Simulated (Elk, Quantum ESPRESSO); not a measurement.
**Equation of state of antifluorite Mg2Ge (space group 225): energy against volume (Elk, LDA)**

```
Mg2Ge
1.0
    0.00000     3.07074     3.07074
    3.07074     0.00000     3.07074
    3.07074     3.07074     0.00000
Mg Ge
2 1
Cartesian
  1.53537   1.53537   1.53537
  4.60610   4.60610   4.60610
  0.00000   0.00000   0.00000
```

Method: LDA (PW92), all-electron FP-LAPW, Elk's shipped species files, APW+lo basis with extra local orbitals (Elk). Settings: xctype = 3; rgkmax = 8.55; stype = 3; swidth = 0.000367493 Ha; ngridk = 9 9 9; gmaxvr = 16 1/bohr; nxlo = 2; lorbcnd = true; lmaxi = 3; sphere radii = {Mg: 2.2, Ge: 2.4} bohr. The cell above is the first row's. The rows scale it uniformly. In all rows fractional positions and the k mesh are held. E is the free energy at the stated smearing, counted from the lowest row.

```
V (Å^3/atom)  E (meV/atom)
------------  ------------
19.304               17.98
19.723                8.29
20.143                2.44
20.562                0.00
20.982                0.70
21.402                4.14
21.821               10.15
22.241               18.38
22.661                   ?
```

Q: Using the third-order Birch-Murnaghan form, a cubic in V^(-2/3), estimate the missing E at V = 22.661 from the other rows, showing the fit.

A: With u = V^(-2/3) - 0.132, the rows have u = 0.006964, 0.004989, 0.003078, 0.001236, -0.000548, -0.002273, -0.003939, -0.005556. Least squares gives E = 0.164 - 701.27·u + 465807·u² + 318201·u³. Residuals (row less fit): 0.002, -0.009, 0.012, -0.009, 0.012, -0.021, 0.016, -0.005; standard error 0.017 (degrees of freedom: 4). Its minimum lies at u = 0.000752, so V0 = (0.132752)^(-3/2) = 20.67. There d²E/du² = 933100 and d³E/du³ = 1909000, so B0 = (4/9) × 20.67^(-7/3) × 933100 × 0.160218 = 56.6 GPa (the last factor turns the table's units into GPa), and B0' = 4 + (2/3) × 0.132752 × (1909000)/933100 = 4.2. At the withheld row, u = -0.007124, so E = 0.164 - 701.27 × (-0.007124) + 465807 × (-0.007124)² + 318201 × (-0.007124)³ = 28.685 meV/atom. The calculation gives 28.65 meV/atom, 0.035 meV/atom below the prediction (0.1 % of the range of E in the table). The row lies outside the fitted rows, so this is an extrapolation. From the scatter of the fitted rows alone, a prediction at this place has a standard error of 0.041 meV/atom, so the miss is 0.8 times that.

Carrying the step between the two nearest rows on in a straight line would have given 26.61, off by 2.04; series whose last step already gives the withheld value aren't shown. The scan was laid around a cell of about the measured size, scaled by a guess for this functional. The runs keep the symmetry of the cell, so they don't test it for distortions. A plane-wave scan with the same functional (Quantum ESPRESSO, GBRV) gives V0 = 20.70 Å^3/atom and B0 = 56.4 GPa; a Birch-Murnaghan fit to all rows here lies -0.1 % from it in V0 and 0 % in B0; the two differ in basis, and may differ in potentials and mesh. Values depend on the basis (sphere radii, cutoffs, local orbitals), which need not be converged. Sphere radii are the same in all rows. Cutoffs and mesh are single choices, not tested for convergence of this quantity. Series with a scatter that would blur these digits, or in which a gap closes, are not shown. Nor are scans whose minimum lies at an end fitted in this form.
